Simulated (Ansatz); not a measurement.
Gap of wurtzite GaP, (0001) cell, strained to GaP -2.0% (GaP held in this type, which need not be the stable form; held in plane at the lattice of GaP strained by -2 %), on one geometry relaxed at PBE.

Methods: r2SCAN (plane waves to 500 eV, PAW; Ansatz, a program for electronic structure); HSE06 (plane waves to 420 eV, PAW; Ansatz). Geometries and values that name no level are of the first. No spin–orbit coupling. Its k-point mesh 9×9×5, Fermi–Dirac width 0.01 eV. HSE06 ran on meshes of its own (6×6×3); its edges and gaps are taken over the mesh and over extra points off it, mostly where PBE has its edges.

```tsv
level	gap (eV)
r2SCAN	___
HSE06	2.05
```

Problem. What belongs in the gaps?

Solution. 
- r2SCAN, gap (eV): 1.62
